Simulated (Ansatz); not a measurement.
# TiC2 (model structure, P-3m1, No. 164, 3 atoms in the cell)

Calculation: PBEsol in Ansatz (PAW).

Run with plane-wave cutoff 520 eV, 24×24×16 k mesh (along the axes of the cell as run), Fermi–Dirac smearing 0.05 eV, no spin polarisation, scalar-relativistic PAW data made under PBE.

Cell (relaxed at this level):

Space group P-3m1 (No. 164); a = b = 2.5985 Å, c = 4.1240 Å, α = β = 90.00°, γ = 120.00°

```
atom  site  symmetry       x       y       z
----  ----  --------  ------  ------  ------
Ti      1a      -3m.  0.0000  0.0000  0.0000
C       2d       3m.  0.6667  0.3333  0.4495
```

For TiC2 (model structure, P-3m1, No. 164, 3 atoms in the cell), the bulk modulus comes out as 235 GPa.

Note: the bulk modulus is −V dP/dV from two relaxed cells at ±2 % in volume; the relaxation could raise the start's symmetry but not lower it, so the cell can be a saddle point.

Static lattice: no zero-point or thermal effects.

Computing time: around 6 core-minutes (rough).

A model structure was made by putting elements into a prototype or built by hand; it is no filed structure, need not be a known phase, and can be a saddle point held by its symmetry.

Ansatz is a quantum-chemistry and plane-wave program.
